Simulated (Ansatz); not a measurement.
## Step by step: formation energy of Rh_Cu in Cu (fcc, Fm-3m)

We look at the formation energy of Rh_Cu in Cu (fcc, Fm-3m). Reaction: 63 Cu (fcc) + Rh (fcc) → cell A.

A: a supercell of 64 sites of Cu (fcc, Fm-3m) with Rh on a Cu site (12 Cu at 2.59 Å); spin state with PBE: run without spin.

Ansatz (a program for electronic structure) with PAW potentials; structures come from PBE relaxations, nuclei static, no net charge. Ansatz runs with its default PAW set. Other levels take these structures. The lattices are those relaxed with PBE, so at other levels the solids can be strained, which adds to the spread. Larger cells are relaxed from a start prepared with the learned potential CHGNet, on a coarser mesh till forces fall under 0.03 eV/Å, which some starts already meet. A dispersion term (D3(BJ), or D4 for r2SCAN) was computed beside these levels and is taken off wherever the name lacks it. The PAW files were made for PBE and serve at the other functionals too. Space groups of crystals are read within 0.01 Å. Mesh and cell size may move defect energies by 0.1 eV or more. Cell A has symmetry Fm-3m within 0.02 Å and got no random move, so less symmetric positions, which may lie lower, weren't tried.

Total energies of the cells in eV, at zero smearing width. They compare only within one column; the weights balance every element.

| cell | atoms | weight | r2SCAN | r2SCAN+D4 |
|---|---|---|---|---|
| A: Cu:Rh_Cu | 64 | +1 | -424182.71440 | -424195.07664 |
| Cu (fcc) | 64 | −63/64 | -424398.58055 | -424410.84121 |
| Rh (fcc) | 1 | −1 | -6415.26516 | -6415.54130 |

r2SCAN: (-424182.71440) − 63/64 × (-424398.58055) − (-6415.26516) = -0.097 eV.

r2SCAN+D4: (-424195.07664) − 63/64 × (-424410.84121) − (-6415.54130) = -0.114 eV.
